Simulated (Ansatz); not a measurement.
Results of r²SCAN (Ansatz, a program for electronic structure, plane waves, PAW) for BaTiO3 (R3m, No. 160, 5 atoms in the cell; start mp-5020).

Numerical settings: plane-wave cutoff 560 eV, 8×8×8 k mesh, Fermi–Dirac smearing 0.01 eV, no spin polarisation, scalar-relativistic PAW data made under PBE.

Cell (relaxed at this level):

```
BaTiO3
1.0
    2.84012     1.63974     2.33140
   -2.84012     1.63974     2.33140
    0.00000    -3.27949     2.33140
Ba Ti O
1 1 3
Direct
  0.00126   0.00126   0.00126
  0.51467   0.51467   0.51467
  0.48823   0.97869   0.48823
  0.48823   0.48823   0.97869
  0.97869   0.48823   0.48823
```

Estimate the band gap and bulk modulus that the calculation returns.


band gap: 2.87 eV (on the SCF k mesh)
bulk modulus: 115 GPa

Note: the relaxation could not lower the start's symmetry, so the cell can be a saddle point above a distorted one; the bulk modulus is −V dP/dV from two relaxed cells at ±2 % in volume.

Spin–orbit coupling is not included.

The computed numbers hold no vibrational or temperature effects.

The result took about 110 core-seconds (a rough figure).

A start named mp-… is a Materials Project structure, which need not be a measured phase.
